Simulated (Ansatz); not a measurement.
## Input and output of a self-consistent single point for Sc3Si4Ni4 (Immm, 11 atoms in the cell) (Ansatz)

Level of theory: LDA (PW92), default PAW files made with PBE (plane waves; Ansatz, a quantum-chemistry and plane-wave program).

The input file:

Ansatz 0.2 input:
```yaml
crystal:
  lattice:
    - [-1.929145, 3.239845, 6.345430]
    - [1.929145, -3.239845, 6.345430]
    - [1.929145, 3.239845, -6.345430]
  atoms:
    - { symbol: Sc, position: [0.500000, 0.000000, 0.500000] }
    - { symbol: Sc, position: [0.873350, 0.873350, 0.000000] }
    - { symbol: Sc, position: [0.126650, 0.126650, 0.000000] }
    - { symbol: Si, position: [0.280350, 0.780350, 0.500000] }
    - { symbol: Si, position: [0.719650, 0.219650, 0.500000] }
    - { symbol: Si, position: [0.187820, 0.500000, 0.687820] }
    - { symbol: Si, position: [0.812180, 0.500000, 0.312180] }
    - { symbol: Ni, position: [0.871340, 0.675030, 0.196310] }
    - { symbol: Ni, position: [0.128660, 0.324970, 0.803690] }
    - { symbol: Ni, position: [0.478720, 0.675030, 0.803690] }
    - { symbol: Ni, position: [0.521280, 0.324970, 0.196310] }
basis:
  ecutwfc: 420.0 eV
kpoints:
  mp_grid:
    grid: [6, 6, 6]
hamiltonian:
  xc: lda
  pseudopotentials:
    kind: paw
scf:
  occupations:
    method: cold
    width: 0.2 eV
output:
  forces: true
  eigenvalues: true
  stress: true
```

The program printed (abridged):

```
WARN ansatz: RAYON_NUM_THREADS=1 ignored (pool sized by the plan → 1); use --threads N
basis.fft_grid_basis auto: the FFT boxes are laid along the combinations [[1, 0, 1], [0, 1, 1], [0, 0, 1]] of the cell's own vectors, 6.480, 3.858 and 7.381 Å …
Pseudopotentials: kind: paw
Pseudopotential: Sc, paw, valence charge 11
Pseudopotential: Si, paw, valence charge 4
Pseudopotential: Ni, paw, valence charge 18
Crystal: 11 atoms, lattice volume = 158.639 Å³
Basis set: ecut = 420 eV, 3125 PW (Γ), FFT grids on a1+a3, a2+a3, a3
Bands: 73, of which v1, the nominal top of the filled ones, is band 61 counted from 1 (60 counted from 0)
Symmetry: 8 space group operations
Space group: Immm (ITA 71), of the structure as read, at distance tolerance 5.4e-5 Å
k-points: 46 of 216
PAW frozen core: Sc, regenerated for the run's functional, and the local potential with it
PAW frozen core: Si, regenerated for the run's functional, and the local potential with it
PAW frozen core: Ni, regenerated for the run's functional, and the local potential with it
Initial density: superposition of atomic densities (neutral atoms: chi_scale 0, normalization atom), corrected by the library's trained network
Initial wavefunctions: pseudopotential atomic-orbital guess
Eigensolver: davidson
Functional: x = slater, c = lda
SCF iter   1: F=—  HF=-31805.173343 eV  |F-HF|=—  |Δ(HF+E_count)|=         —  Δρ=1.46e-2  dr2=1.53e-1  ethr=1.77e-3  ⟨swp⟩=5.4  Hψ=11900  notcnv=0
all-band conjugate gradients solve this SCF's bands
preconditioner: auto → Kerker (q_TF=auto, 2.608 Å⁻¹)
SCF iter   2: F=—  HF=-31805.147338 eV  |F-HF|=—  |Δ(HF+E_count)|=   2.60e-2  S|Δr|=    0.00e0  Δρ=3.99e-3  dr2=1.23e-2  ethr=1.27e-4  ⟨swp⟩=2.0  Hψ=4891  notcnv=0  defer=1
SCF iter   3: F=—  HF=-31805.145516 eV  |F-HF|=—  |Δ(HF+E_count)|=   1.82e-3  S|Δr|=    0.00e0  Δρ=1.48e-3  dr2=2.66e-3  ethr=1.01e-5  ⟨swp⟩=1.4  Hψ=3178  notcnv=0  defer=1
SCF iter   4: F=—  HF=-31805.144956 eV  |F-HF|=—  |Δ(HF+E_count)|=   5.60e-4  S|Δr|=    0.00e0  Δρ=2.32e-4  dr2=1.05e-4  ethr=2.20e-6  ⟨swp⟩=2.1  Hψ=4550  notcnv=0  defer=1
SCF iter   5: F=—  HF=-31805.144930 eV  |F-HF|=—  |Δ(HF+E_count)|=   2.59e-5  S|Δr|=    0.00e0  Δρ=5.72e-5  dr2=4.79e-6  ethr=8.64e-8  ⟨swp⟩=2.0  Hψ=5710  notcnv=0  defer=1
SCF iter   6: F=—  HF=-31805.144933 eV  |F-HF|=—  |Δ(HF+E_count)|=   2.78e-6  S|Δr|=    0.00e0  Δρ=2.83e-5  dr2=1.06e-6  ethr=3.96e-9  ⟨swp⟩=2.0  Hψ=4446  notcnv=0  defer=1
SCF iter   7: F=-31805.144933 eV  HF=-31805.144933 eV  |F-HF|=6.50e-8  |Δ(HF+E_count)|=   9.00e-8  S|Δr|=    0.00e0  Δρ=7.71e-6  dr2=7.74e-8  ethr=8.26e-11  ⟨swp⟩=8.4  Hψ=15172  notcnv=0
SCF 1 converged in 7 iterations: F = -31805.144933 eV  dr2 = 7.74e-8
SCF converged after 7 iterations
Stability not checked (fill_not_monotonic)
Free energy (F): -31805.144933 eV
Harris-Foulkes:  -31805.144933 eV  (|F-HF|=6.50e-8)
Internal energy: -31805.143195 eV  (E = F + TS)
E sigma→0 (E₀):  -31805.144354 eV
Entropy (-TS):   -0.001738 eV (-0.158 meV/atom)
Fermi energy:    12.694565 eV
--- Per-component energies (eV) ---
  E_band       = -1792.680714
  E_kinetic    = 2094.511258
  E_local      = -21686.621952  (includes V_loc(G=0)·N_el)
  E_nonlocal   = 2911.137668
  E_hartree    = 9188.782024
  E_xc         = -877.684698
  E_vxc        = -1026.262689  (∫ρ·V_xc dr)
  E_paw        = -10925.059795  (= ΣΔE_a)
  E_vpaw       = -2463.029687  (= ΣTr[D̂ρ^β])
  E_aug_tail   = 0.001757  (compensation charges beyond the density's cutoff)
  E_ewald      = -12513.198030
  E_core_change = 2.988573  (= ΣΔE_core)
  E_smearing   = -0.001738  (= −TS)
  E_closure    = 0.000000  (closes the sum)
  Σ components = -31805.144933   (vs F -31805.144933, Δ=0.00e0)
--- Forces (eV/Å), atoms counted from 1 ---
  atom   1  Sc     0.00000000     0.00000000    -0.00000000
  atom   2  Sc     0.00000000     0.00000000    -0.03897207
  atom   3  Sc     0.00000000     0.00000000     0.03897207
  atom   4  Si     0.00000000     0.00000000    -0.06057937
  atom   5  Si     0.00000000     0.00000000     0.06057937
  atom   6  Si     0.00000000     0.14303921     0.00000000
  atom   7  Si     0.00000000    -0.14303921     0.00000000
  atom   8  Ni     0.00000000    -0.01944612     0.20804848
  atom   9  Ni     0.00000000     0.01944612    -0.20804848
  atom  10  Ni     0.00000000     0.01944612     0.20804848
  atom  11  Ni     0.00000000    -0.01944612    -0.20804848
  max |Σ_I F_I| component: 2.78e-17 eV/Å
--- Stress (GPa, compression-positive) ---
       -9.558514       0.000000       0.000000
        0.000000      -9.526924       0.000000
        0.000000       0.000000      -9.971371
  P = ⅓ Tr σ = -9.6856 GPa (-96.856 kbar)
  The stress holds the Pulay correction. Without it, at fixed plane waves, as pw.x and ABINIT print it: P = -9.7406 GPa
--- Band table (eV; the first three rows and the last of 46) ---
  k-point 0: bands = ["-89.8064", "-89.8041", "-89.8020", "-89.7997", "-50.7073", "-50.7062", "-50.6634", "-50.6599", "-50.6185", "-50.6108", "-50.6071", "-50.6017", "-50.6005", "-50.5959", "-50.5866", "-50.5821", "-36.2341", "-35.7144", "-35.7004", [...]
  k-point 1: bands = ["-89.8061", "-89.8045", "-89.8016", "-89.8000", "-50.7071", "-50.7063", "-50.6630", "-50.6604", "-50.6179", "-50.6118", "-50.6084", "-50.6041", "-50.5978", "-50.5939", "-50.5867", "-50.5828", "-36.2335", "-35.7136", "-35.6997", [...]
  k-point 2: bands = ["-89.8056", "-89.8050", "-89.8011", "-89.8005", "-50.7067", "-50.7064", "-50.6622", "-50.6614", "-50.6163", "-50.6141", "-50.6093", "-50.6078", "-50.5934", "-50.5915", "-50.5868", "-50.5848", "-36.2322", "-35.7120", "-35.6984", [...]
  k-point 45: bands = ["-89.8064", "-89.8041", "-89.8020", "-89.7997", "-50.7073", "-50.7062", "-50.6634", "-50.6599", "-50.6184", "-50.6108", "-50.6071", "-50.6016", "-50.6005", "-50.5959", "-50.5866", "-50.5820", "-36.2341", "-35.7140", [...]
```

The run converged in 7 iterations.

The starting cell comes from a database of computed structures (which also holds hypothetical and non-ambient phases and stackings), without a prior relaxation at this level. Spin polarisation is off. With a pressure of about -10 GPa the cell is away from its equilibrium volume at this level. Ansatz's pressure includes its estimate of the finite-basis (Pulay) stress.

Cost on one core of a shared machine: roughly 30 s.
